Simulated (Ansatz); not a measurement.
The structure below was relaxed with DFT with r2SCAN, PAW potentials and a 500 eV plane-wave cutoff in Ansatz (a first-principles code), scalar-relativistic without spin-orbit coupling, at pressure 30 GPa.

Space group F-43m (No. 216); a = b = c = 6.391 Å, α = β = γ = 90.00°

| atom | site | symmetry | x | y | z |
|---|---|---|---|---|---|
| Br | 4c | -43m | 0.2500 | 0.2500 | 0.2500 |
| Cs | 4a | -43m | 0.0000 | 0.0000 | 0.0000 |

### Question
Write out a cell with all atoms.

### Answer
```cif
data_Br4Cs4
_chemical_formula_sum 'Br4 Cs4'
_space_group_name_H-M_alt 'P 1'
_space_group_IT_number 1
_cell_length_a 6.39063
_cell_length_b 6.39063
_cell_length_c 6.39063
_cell_angle_alpha 90.000
_cell_angle_beta 90.000
_cell_angle_gamma 90.000
loop_
_space_group_symop_operation_xyz
  'x, y, z'
loop_
_atom_site_label
_atom_site_type_symbol
_atom_site_fract_x
_atom_site_fract_y
_atom_site_fract_z
_atom_site_occupancy
Br1 Br 0.25000 0.25000 0.25000 1
Cs1 Cs 0.00000 0.00000 0.00000 1
Br2 Br 0.25000 0.75000 0.75000 1
Cs2 Cs 0.00000 0.50000 0.50000 1
Br3 Br 0.75000 0.25000 0.75000 1
Cs3 Cs 0.50000 0.00000 0.50000 1
Br4 Br 0.75000 0.75000 0.25000 1
Cs4 Cs 0.50000 0.50000 0.00000 1
```
This is the conventional cell.

Load acts through the strain it causes; cell and atoms are relaxed under it. Whether these cells are dynamically stable was not tested. Competing high-pressure phases were not computed. The cell was made from CsBr in the zinc blende structure (space group F-43m, No. 216; a hypothetical phase, not in the database extracts checked) by this change: pressure 30 GPa.
